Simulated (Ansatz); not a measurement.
# L1₂ (Cu3Au-type) Ni₃Fe

Level of theory: PBE-D3(BJ) in Ansatz (PAW).

Run with plane-wave cutoff 500 eV, 16×16×16 k mesh, Fermi–Dirac smearing 0.1 eV, spin-polarised with parallel moments, scalar-relativistic PAW data made under PBE.

Cell (relaxed at this level):

```cif
data_FeNi3
_chemical_formula_sum 'Fe1 Ni3'
_space_group_name_H-M_alt 'P 1'
_space_group_IT_number 1
_cell_length_a 3.50688
_cell_length_b 3.50688
_cell_length_c 3.50688
_cell_angle_alpha 90.000
_cell_angle_beta 90.000
_cell_angle_gamma 90.000
loop_
_space_group_symop_operation_xyz
  'x, y, z'
loop_
_atom_site_label
_atom_site_type_symbol
_atom_site_fract_x
_atom_site_fract_y
_atom_site_fract_z
_atom_site_occupancy
Fe1 Fe 0.00000 0.00000 0.00000 1
Ni1 Ni 0.00000 0.50000 0.50000 1
Ni2 Ni 0.50000 0.00000 0.50000 1
Ni3 Ni 0.50000 0.50000 0.00000 1
```

| Quantity | Result |
|---|---|
| magnetic moment (largest site, within a sphere) | 2.86 μB |

Moments are spin moments.

The result took around 7 core-minutes (rough).

Ansatz is a program for electronic structure.
